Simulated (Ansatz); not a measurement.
The reference is Pt in the fcc (Cu type) structure (space group Fm-3m, No. 225).

```
Pt
1.0
    0.00000     1.97014     1.97014
    1.97014     0.00000     1.97014
    1.97014     1.97014     0.00000
Pt
1
Direct
  0.00000   0.00000   0.00000
```

Cartesian axes are those of the cell as printed.

Computed with r2SCAN (Ansatz, a program for electronic structure; PAW; 500 eV plane waves; no spin-orbit coupling).

Strains are applied to the cell and any free atomic positions relax; under biaxial strain the out-of-plane vector relaxes too.

One change was made to it. Results:

The energy rises by 10 meV/atom; the pressure (mean of the normal stresses, compression positive) goes from zero to 4.2 GPa.

### Question
Name the change that was made.
A) uniaxial strain ε_xx = +0.29 %
B) biaxial strain +2.49 %, plane normal [110], relaxed out of plane
C) strain tensor (xx, yy, zz, yz, xz, xy) = (+2.40, −0.36, −3.28, +0.41, −0.35, −1.19) %

### Answer
C, strain tensor (xx, yy, zz, yz, xz, xy) = (+2.40, −0.36, −3.28, +0.41, −0.35, −1.19) %. For comparison, the energy relative to the base in the other runs: biaxial strain +2.49 %, plane normal [110], relaxed out of plane gives +19 meV/atom; uniaxial strain ε_xx = +0.29 % gives +0.1 meV/atom.

A biaxial case was relaxed in a doubled cell and then solved in the primitive one. Without a gap, meshes like the base's 20×20×20 leave anisotropic stresses uncertain by several tenths of a GPa, and small strain energies with them. Stability against distortions was not tested. The final runs are not spin-polarised. Pt lies near a magnetic instability that expansion can trigger; it was not tested.
